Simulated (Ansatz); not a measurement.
Start from Al in the fcc (Cu type) structure (space group Fm-3m, No. 225; a = 3.994 Å; relaxed with 0.1 eV smearing). Axes: x, y, z lie along the cube axes.

Method: r2SCAN in Ansatz (plane waves to 500 eV, PAW, no spin-orbit coupling).

Modification: uniaxial strain ε_zz = +1.00 %, all other strain components held at zero, atoms relaxed at fixed cell.

Question: Predict the new stress and energy relative to the base.

Answer: The stress (xx, yy, zz, yz, xz, xy; compression positive) is (-0.7, -0.7, -1.3, 0.0, 0.0, 0.0) GPa; the energy grows by 0.6 meV/atom.

No phonon test of stability was made.

Ansatz is an electronic-structure program.
